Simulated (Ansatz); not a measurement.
# Response to strain in GaN

Take GaN in the wurtzite structure (space group P6_3mc, No. 186; a = 3.183 Å, c = 5.184 Å) as the base. Axes: x lies along a and z along c of the hexagonal cell.

Strains are applied to the cell and any free atomic positions relax; under biaxial strain the out-of-plane vector relaxes too; under stress the whole cell relaxes.

Levels (all Ansatz, a quantum-chemistry and plane-wave program, PAW): r2SCAN (500 eV, no SOC); HSE06 (420 eV, no spin-orbit coupling).

Band gaps by level, all at the geometries relaxed with r2SCAN:

```json
[
 {"case": "base", "r2SCAN": "2.35 eV", "HSE06": "3.20 eV"},
 {"case": "biaxial strain +0.82 %, plane normal [001], relaxed out of plane", "r2SCAN": "2.27 eV", "HSE06": "?"},
 {"case": "isotropic strain +0.86 %", "r2SCAN": "2.17 eV", "HSE06": "?"},
 {"case": "isotropic strain +3.74 %", "r2SCAN": "1.59 eV", "HSE06": "2.36 eV"},
 {"case": "isotropic strain +4.11 %", "r2SCAN": "1.51 eV", "HSE06": "2.27 eV"},
 {"case": "uniaxial stress, 1 GPa compression along x", "r2SCAN": "2.34 eV", "HSE06": "?"}
]
```

Some entries are withheld; estimate them.


- biaxial strain +0.82 %, plane normal [001], relaxed out of plane, HSE06: 3.11 eV
- isotropic strain +0.86 %, HSE06: 3.00 eV
- uniaxial stress, 1 GPa compression along x, HSE06: 3.19 eV

Single points use the geometry relaxed with r2SCAN. Beyond what the load breaks, stability against distortions was not tested.
